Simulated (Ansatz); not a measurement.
Defect migration in monoclinic ZrO2 with all lengths changed by +1 %: interstitial Na, charge state +1. The step: one Na atom jumps by itself; the atom moves 1.56 Å along (0.27, -0.09, 0.14) of the unit cell; the moving atom starts with neighbours O at 2.07, O at 2.09, O at 2.19, O at 2.29, O at 2.40, O at 2.63, O at 2.68; Zr at 2.53 Å and ends with O at 2.07, O at 2.09, O at 2.19, O at 2.29, O at 2.40, O at 2.63, O at 2.68; Zr at 2.53 Å. DFT values are from Ansatz (plane-wave PAW, 420 eV unless said) in a cell of 96 host sites, spin-restricted, static, with no finite-size correction. The charge state is imposed; whether it is stable for some Fermi level was not computed. Sites that were not tried may lie lower. For the PBE band: the saddle point's order was not checked, and it lies on a symmetry element of the cell, where a band can be held.

| Level | Forward barrier (eV) | Cost of the band or of the saddle's single point |
|---|---|---|
| CHGNet universal potential (has no charge state), its own band | 0.09 | - |
| PBE, the Γ point alone, band relaxed | 0.15 | around 15 core-minutes (rough) |
| PBE, a 2×2×2 k-point mesh shifted by half a step, same geometries | 0.14 | very roughly 8 core-minutes |

Ansatz is a program for electronic structure.
